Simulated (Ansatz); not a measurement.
Levels about the gap of amorphous tantalum oxide (Ta24O60) (84 atoms in a cell of 1265 Å³, 6.96 g/cm³; zone centre alone, so wide bands show as single levels with stretches between that a denser mesh fills), at the geometry that PBE relaxed, where it gives -0.8 GPa on a denser mesh. The participation number counts the atoms over which a state spreads; weights are charges in smoothed Voronoi cells. The levels come from a single point, so bond lengths are those of that geometry. Method of the levels: r2SCAN, scalar-relativistic without spin-orbit coupling (Ansatz, an electronic-structure program). Sampling: the zone centre alone; Fermi-Dirac width 0.01 eV; collinear spin, started from moments on atoms (the moments died out). At PBE the levels at the filled edge of the gap are localised (band-tail or defect states), and the nearest spread-out levels lie 3.4 eV apart at the zone centre.

It comes from a melt-quench run on a machine-learned potential (CHGNet), relaxed afterwards by DFT. O atoms were pushed apart under 1.9 Å during the dynamics, to hinder bonds among them. The hot cell started wider than the set density and was brought back towards it in steps. It is the lowest in DFT energy of 4 quenches. It is a model cell: composition and starting density were chosen by hand, and all elements were melted together. No dispersion term was used. Its density started from a set value of 6.96 and ended at 6.96 g/cm³. The simulated quench (nominally 95 K/ps over its main leg) is rapid and tends to freeze in more defects than a deposited or slowly cooled glass has. Values belong to this one cell and scatter from quench to quench. The volume was held where the preparation left it, at a PBE pressure of -0.8 GPa (tension). Stress components on the final sampling reach 1.6 GPa.

```tsv
E - E(highest filled), eV	filling	spin	participation number	largest on	weight O	weight Ta
-0.30	filled	dn	20.1	O, 2 neighbours	0.96	0.04
-0.26	filled	dn	16.6	O, 2 neighbours	0.97	0.03
-0.26	filled	up	16.6	O, 2 neighbours	0.97	0.03
-0.23	filled	dn	9.2	O, 1 neighbours	0.94	0.06
-0.23	filled	up	9.2	O, 1 neighbours	0.94	0.06
0.00	filled	up	5.3	O, 2 neighbours	0.96	0.04
0.00	filled	dn	5.3	O, 2 neighbours	0.96	0.04
3.53	empty	up	22.8	Ta, 6 neighbours	0.32	0.68
3.53	empty	dn	22.8	Ta, 6 neighbours	0.32	0.68
3.66	empty	up	23.6	Ta, 5 neighbours	0.32	0.68
3.66	empty	dn	23.6	Ta, 5 neighbours	0.32	0.68
3.68	empty	up	30.0	Ta, 6 neighbours	0.31	0.69
3.68	empty	dn	30.0	Ta, 6 neighbours	0.31	0.69
3.75	empty	up	23.2	Ta, 5 neighbours	0.32	0.68
```

Most localised among these is the filled level at -0.00 eV, on a O atom, which has 2 neighbours (Ta 1.87 Å, Ta 2.09 Å).
